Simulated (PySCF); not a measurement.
PySCF 2.14.0, unrestricted PBE0/def2-tzvp, df: phosphorus nitride cation (N#P), charge +1, multiplicity 2, 2 atoms. The geometry is a generated start, not checked to be a minimum at this level.

task: energy
method: pbe0
basis: def2-tzvp
two-electron scheme: density fitting
mol.max_memory: 3000 MB
mf.max_cycle: 100
mf.init_guess: minao (default)
mf.DIIS: CDIIS (default)
mf.conv_tol: 1e-09 (default)
mf.grids.level: 3 (default)
basis functions: 68
grid points: 33088

```xyz
2

N      0.7290    -0.0171     0.0089
P     -0.7290     0.0171    -0.0089
```

Charge 1 and multiplicity 2 are set for this test and not shown to be the ground state.

One run each on 2 threads, 1 BLAS thread. Values of diis_space tried: 3, 5, 8 (default), 12, 20.

Q: Which value of diis_space needs the fewest Fock builds, and what happens away from it?

A: Fewest Fock builds, within one of each other: 5 with 15, 8 (default) with 15, 12 with 14, 20 with 14. The count rises to 21 at 3. All converge to one solution.

```json
[
 {"diis_space": "3", "Fock builds": "21", "end": "same solution"},
 {"diis_space": "5", "Fock builds": "15", "end": "same solution"},
 {"diis_space": "8 (default)", "Fock builds": "15", "end": "same solution"},
 {"diis_space": "12", "Fock builds": "14", "end": "same solution"},
 {"diis_space": "20", "Fock builds": "14", "end": "same solution"}
]
```
